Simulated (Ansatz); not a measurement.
Take GaSb in the zinc blende structure (space group F-43m, No. 216) as the base.

Space group F-43m (No. 216); a = 6.132 Å, b = 6.132 Å, c = 6.132 Å, α = 90.00°, β = 90.00°, γ = 90.00°

| atom | site | symmetry | x | y | z |
|---|---|---|---|---|---|
| Sb | 4d | -43m | 0.7500 | 0.7500 | 0.7500 |
| Ga | 4a | -43m | 0.0000 | 0.0000 | 0.0000 |
(The calculation used a cell of 2 atoms; values per cell refer to that cell.)

Method: r2SCAN (Ansatz, a program for electronic structure; PAW; 500 eV plane waves; no SOC).

Carriers are added at fixed cell with a uniform background; the Fermi–Dirac width is that of 300 K.

One change was made to it. Results:

```json
[
 {"quantity": "Fermi level relative to the doped band's edge (positive inside the band; to 0.05 eV)", "base": "–", "after": "+1.05 eV"},
 {"quantity": "gap between the host's bands", "base": "0.41 eV", "after": "0.42 eV"},
 {"quantity": "gap character", "base": "direct at Γ", "after": "direct at Γ"}
]
```

Problem. What was done to the base?
A. electrons 5.0×10^21 cm⁻³
B. holes 3.0×10^21 cm⁻³
C. holes 1.0×10^21 cm⁻³
D. electrons 1.0×10^21 cm⁻³

Solution. A, electrons 5.0×10^21 cm⁻³. For comparison, the Fermi level from band edge in the other runs: holes 1.0×10^21 cm⁻³ gives +0.35 eV; electrons 1.0×10^21 cm⁻³ gives +0.70 eV; holes 3.0×10^21 cm⁻³ gives +0.65 eV.

Carriers are added with a uniform compensating background; total energy and stress of such cells depend on the potential's zero and are not compared; many-body gap narrowing is missing at this level. With Sb present, leaving out spin-orbit coupling can change the band edges. Stability against distortions was not tested.
